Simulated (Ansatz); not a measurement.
Consider WSe2 (space group P6_3/mmc, No. 194; layered, stacked along the Cartesian z axis).

```yaml
crystal:
  lattice:
    - [3.27904, 0.00000, 0.00000]
    - [-1.63952, 2.83973, 0.00000]
    - [0.00000, 0.00000, 12.78623]
  atoms:
    - { symbol: W, position: [0.66667, 0.33333, 0.75000] }
    - { symbol: W, position: [0.33333, 0.66667, 0.25000] }
    - { symbol: Se, position: [0.66667, 0.33333, 0.38172] }
    - { symbol: Se, position: [0.33333, 0.66667, 0.88172] }
    - { symbol: Se, position: [0.33333, 0.66667, 0.61828] }
    - { symbol: Se, position: [0.66667, 0.33333, 0.11828] }
```

Calculations: Kohn–Sham DFT with the PBE-D3(BJ) functional, run in Ansatz (an electronic-structure program) with PAW and 420 eV plane waves, spin-orbit coupling left out.

Before the change:

Smallest direct gap: 1.57 eV

The change: every lattice vector is shortened by 1.80 %, atoms relaxed at fixed cell.

**Question.** What does the calculation give for the energy relative to the base and smallest direct gap after the change?

**Answer.** The energy grows by 13 meV/atom; the smallest direct gap increases by 0.08 eV (1.57 eV → 1.65 eV).

Spin-orbit coupling, missing from the scalar runs, can matter with W. The cells carry an imposed strain or load. No phonon test of stability was made.
